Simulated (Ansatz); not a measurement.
The starting structures come from a database of crystals and need not be the phases stable at ambient conditions.

Tunnelling through a barrier is set by its complex band structure: the current falls as exp(−2κd) with the smallest κ.

Here is the system:

```
CELL_PARAMETERS angstrom
      7.20487     0.00000     0.00000
      0.00000     9.41862     0.00000
      0.00000     4.70931     2.98876
ATOMIC_POSITIONS crystal
  Na 0.25000 0.82139 0.00000
  Na 0.75000 0.17861 0.00000
  Ca 0.50000 0.50000 0.00000
  Ca 0.00000 0.50000 0.00000
  V  0.25000 0.14800 0.00000
  V  0.75000 0.85200 0.00000
  O  0.94341 0.74516 0.00000
  O  0.05659 0.25484 0.00000
  O  0.44341 0.25484 0.00000
  O  0.55659 0.74516 0.00000
  O  0.25000 0.79691 0.48076
  O  0.75000 0.20309 0.51924
  O  0.75000 0.72233 0.48076
  O  0.25000 0.27767 0.51924
```

Space group of this cell: Cmcm. The cell is taken as given; by r2SCAN its mean pressure is -6.1 GPa.

Transport runs along the normal of the first two printed cell vectors.

The gap is the functional's own, uncorrected, and κ follows it; spin-orbit coupling is left out. Mid-gap values are interpolated between the computed energies.

Problem. Give the band gap and the smallest decay constant κ at mid-gap that r2SCAN (Ansatz, an electronic-structure program) yields.

Solution. Gap 3.82 eV on a 4×10×10 mesh; κ = 0.457 1/Å, at the zone centre.
